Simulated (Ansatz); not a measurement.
# How the lattice parameter a of SiC (model structure, started from the PtS type, P4₂/mmc, No. 131, 4 atoms in the cell) moves with the method

No measured value is used here.

Problem. Put these levels in order of the lattice parameter a that they give for SiC (model structure, started from the PtS type, P4₂/mmc, No. 131, 4 atoms in the cell), smallest first: LDA (Ansatz, a quantum-chemistry and plane-wave program), PBE-D3(BJ) (Ansatz), r²SCAN (Ansatz).

Solution. LDA (2.957 Å), PBE-D3(BJ) (2.967 Å), r²SCAN (2.989 Å)

Cutoffs differ between the levels. Ansatz's density-functional and Hartree–Fock values are scalar-relativistic unless marked +SOC, with PAW data made under PBE.

A model structure was made by putting elements into a prototype or built by hand; it is no filed structure, need not be a known phase, and can be a saddle point held by its symmetry.
